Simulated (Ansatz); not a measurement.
Defect migration in silicon: interstitial Ca, charge state +2. The step: Ca moves alone to another site; the atom moves 2.35 Å along (-0.25, 0.25, -0.25) of the unit cell; the moving atom starts with neighbours 4 Si at 2.58, 6 Si at 2.83 Å and ends with 4 Si at 2.58, 6 Si at 2.83 Å. DFT values are from Ansatz (plane-wave PAW, 420 eV unless said) in a cell of 64 host sites, spin-restricted, static, with no finite-size correction. The charge state is imposed; whether it is stable for some Fermi level was not computed. Sites that were not tried may lie lower. For the PBE band: the saddle point's order was not checked, and it lies on a symmetry element of the cell, where a band can be held.

```json
[
 {"Level": "CHGNet universal potential (has no charge state), its own band", "Forward barrier (eV)": "0.98", "Cost of the band or of the saddle's single point": "-"},
 {"Level": "PBE, a 2×2×2 k-point mesh shifted by half a step, band relaxed", "Forward barrier (eV)": "1.56", "Cost of the band or of the saddle's single point": "around 30 core-minutes (rough)"},
 {"Level": "PBE, a 3×3×3 k-point mesh shifted by half a step, same geometries", "Forward barrier (eV)": "1.54", "Cost of the band or of the saddle's single point": "around 6 core-minutes (rough)"},
 {"Level": "r2SCAN at 500 eV, a 2×2×2 k-point mesh shifted by half a step, same geometries", "Forward barrier (eV)": "[?]", "Cost of the band or of the saddle's single point": "about 4 core-minutes (a rough figure)"}
]
```

Question: Some entries are withheld; supply them.

Answer: 
- r2SCAN at 500 eV, a 2×2×2 k-point mesh shifted by half a step, same geometries, Forward barrier (eV): 1.64

Ansatz is a program for electronic structure.
